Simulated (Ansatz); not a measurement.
An Ansatz (an electronic-structure program) run: LaGaO3; PBEsol, PAW, 420 eV (Ansatz; scalar-relativistic without spin-orbit coupling).

Input:

Ansatz 0.2 input:
```yaml
crystal:
  lattice:
    - [2.7612749136, 1.5942228147, 4.4244968386]
    - [-2.7612749136, 1.5942228147, 4.4244968386]
    - [0, -3.1884456294, 4.4244968386]
  atoms:
    - { symbol: La, position: [0.25, 0.25, 0.25] }
    - { symbol: La, position: [0.75, 0.75, 0.75] }
    - { symbol: Ga, position: [0, 0, 0] }
    - { symbol: Ga, position: [0.5, 0.5, 0.5] }
    - { symbol: O, position: [0.75, 0.1845863317, 0.3154136683] }
    - { symbol: O, position: [0.25, 0.8154136683, 0.6845863317] }
    - { symbol: O, position: [0.3154136683, 0.75, 0.1845863317] }
    - { symbol: O, position: [0.6845863317, 0.25, 0.8154136683] }
    - { symbol: O, position: [0.1845863317, 0.3154136683, 0.75] }
    - { symbol: O, position: [0.8154136683, 0.6845863317, 0.25] }
basis: { ecutwfc: 420, ecutrho_ratio: 4, xc_grid: 2, fft_grid_basis: typed }
kpoints: { mp_grid: { grid: [7, 7, 7] } }
hamiltonian:
  xc: pbesol
  dispersion: none
  pseudopotentials: { kind: paw }
scf: { occupations: { method: fermi_dirac, width: 0.05 }, convergence: { dr2_threshold: 0.000000001 } }
output: { forces: true, stress: true }
```

Output:

```
WARN ansatz: RAYON_NUM_THREADS=4 ignored (pool sized by the plan → 4); use --threads N
Pseudopotentials: kind: paw
Pseudopotential: La, paw, valence charge 11
Pseudopotential: Ga, paw, valence charge 13
Pseudopotential: O, paw, valence charge 6
Functional definition: PBEsol
Crystal: 10 atoms, lattice volume = 116.862 Å³
Basis set: ecut = 420 eV, 2253 PW (Γ), exchange–correlation on 80×80×80 points (8 copies of the dense FFT grid, shifted against one another)
Bands: 52, of which v1, the nominal top of the filled ones, is band 42 counted from 1 (41 counted from 0)
Symmetry: 12 space group operations
Space group: R-3c (ITA 167), of the structure as read, at distance tolerance 4.9e-5 Å
k-points: 44 of 343
PAW frozen core: La, regenerated for the run's functional, and the local potential with it
PAW frozen core: Ga, regenerated for the run's functional, and the local potential with it
PAW frozen core: O, regenerated for the run's functional, and the local potential with it
Initial density: superposition of atomic densities (neutral atoms: chi_scale 0, normalization atom), corrected by the library's trained network
Initial wavefunctions: pseudopotential atomic-orbital guess
Eigensolver: davidson
Functional: x = pbesol(κ = 0.804, μ = 0.12345679012345678), c = pbesol(β = 0.046)
SCF iter   1: F=—  HF=-23186.420871 eV  |F-HF|=—  |Δ(HF+E_count)|=         —  Δρ=1.84e-2  dr2=3.30e-1  ethr=1.77e-3  ⟨swp⟩=4.4  Hψ=8684  notcnv=0
all-band conjugate gradients solve this SCF's bands
preconditioner: auto → Resta (q_TF=auto, 2.582 Å⁻¹)
SCF iter   2: F=—  HF=-23186.339391 eV  |F-HF|=—  |Δ(HF+E_count)|=   8.15e-2  Δρ=3.48e-3  dr2=5.99e-3  ethr=3.93e-4  ⟨swp⟩=3.2  Hψ=5052  notcnv=0  defer=83
SCF iter   3: F=—  HF=-23186.338895 eV  |F-HF|=—  |Δ(HF+E_count)|=   4.96e-4  Δρ=1.50e-3  dr2=1.45e-3  ethr=7.13e-6  ⟨swp⟩=2.0  Hψ=4411  notcnv=0  defer=83
SCF iter   4: F=—  HF=-23186.339235 eV  |F-HF|=—  |Δ(HF+E_count)|=   3.40e-4  Δρ=4.47e-4  dr2=1.29e-4  ethr=1.72e-6  ⟨swp⟩=2.0  Hψ=3896  notcnv=0  defer=83
SCF iter   5: F=—  HF=-23186.339143 eV  |F-HF|=—  |Δ(HF+E_count)|=   9.17e-5  Δρ=1.14e-4  dr2=1.13e-5  ethr=1.54e-7  ⟨swp⟩=2.1  Hψ=3684  notcnv=0  defer=83
SCF iter   6: F=—  HF=-23186.339147 eV  |F-HF|=—  |Δ(HF+E_count)|=   3.91e-6  Δρ=2.14e-5  dr2=3.97e-7  ethr=1.35e-8  ⟨swp⟩=2.6  Hψ=3876  notcnv=0  defer=83
SCF iter   7: F=—  HF=-23186.339147 eV  |F-HF|=—  |Δ(HF+E_count)|=   1.44e-7  Δρ=4.57e-6  dr2=2.69e-8  ethr=4.73e-10  ⟨swp⟩=2.4  Hψ=4009  notcnv=0  defer=76
SCF iter   8: F=-23186.339147 eV  HF=-23186.339147 eV  |F-HF|=9.09e-11  |Δ(HF+E_count)|=   3.98e-9  Δρ=9.13e-7  dr2=7.67e-10  ethr=1.19e-12  ⟨swp⟩=3.8  Hψ=10544  notcnv=0
SCF 1 converged in 8 iterations: F = -23186.339147 eV  dr2 = 7.67e-10
SCF converged after 8 iterations
Free energy (F): -23186.339147 eV
Harris-Foulkes:  -23186.339147 eV  (|F-HF|=9.09e-11)
Internal energy: -23186.339147 eV  (E = F + TS)
E sigma→0 (E₀):  -23186.339147 eV
Fermi energy:    13.179241 eV
--- Per-component energies (eV) ---
  E_band       = 131.975335
  E_kinetic    = 1673.415092
  E_local      = -5877.190461  (includes V_loc(G=0)·N_el)
  E_nonlocal   = 1355.736439
  E_hartree    = 2579.833043
  E_xc         = -852.852057
  E_vxc        = -975.434920  (∫ρ·V_xc dr)
  E_paw        = -15492.865623  (= ΣΔE_a)
  E_vpaw       = -1204.232558  (= ΣTr[D̂ρ^β])
  E_aug_tail   = 0.014521  (compensation charges beyond the density's cutoff)
  E_ewald      = -6574.706802
  E_core_change = 2.276702  (= ΣΔE_core)
  E_smearing   = -0.000000  (= −TS)
  E_closure    = 0.000000  (closes the sum)
  Σ components = -23186.339147   (vs F -23186.339147, Δ=0.00e0)
  [band-id]    e_kinetic+e_local+e_nonlocal+2·e_hartree+e_vxc+e_vpaw+e_augmentation_tail = 131.974199   (vs E_band 131.975335, Δ=-1.14e-3)
--- Forces (eV/Å), atoms counted from 1 ---
  atom   1  La     0.00000000     0.00000000     0.00000000
  atom   2  La    -0.00000000    -0.00000000    -0.00000000
  atom   3  Ga    -0.00000000     0.00000000    -0.00000000
  atom   4  Ga    -0.00000000     0.00000000     0.00000000
  atom   5  O     -0.00009063     0.00015697     0.00000000
  atom   6  O      0.00009063    -0.00015697    -0.00000000
  atom   7  O     -0.00009063    -0.00015697    -0.00000000
  atom   8  O      0.00009063     0.00015697     0.00000000
  atom   9  O      0.00018125     0.00000000    -0.00000000
  atom  10  O     -0.00018125    -0.00000000     0.00000000
  max |Σ_I F_I| component: 1.19e-17 eV/Å
--- Stress (GPa, compression-positive) ---
        0.000402       0.000000      -0.000000
        0.000000       0.000402      -0.000000
       -0.000000      -0.000000       0.001141
  P = ⅓ Tr σ = 0.0006 GPa (0.006 kbar)
  The stress holds the Pulay correction. Without it, at fixed plane waves, as pw.x and ABINIT print it: P = -0.7060 GPa
  The stress includes an estimate of the error left by incomplete SCF convergence (largest component 0.0001 GPa).
--- Band table ---
  band table: none
```

Stability against distortions was not tested. The cell is LaGaO₃ (space group R-3c, No. 167).
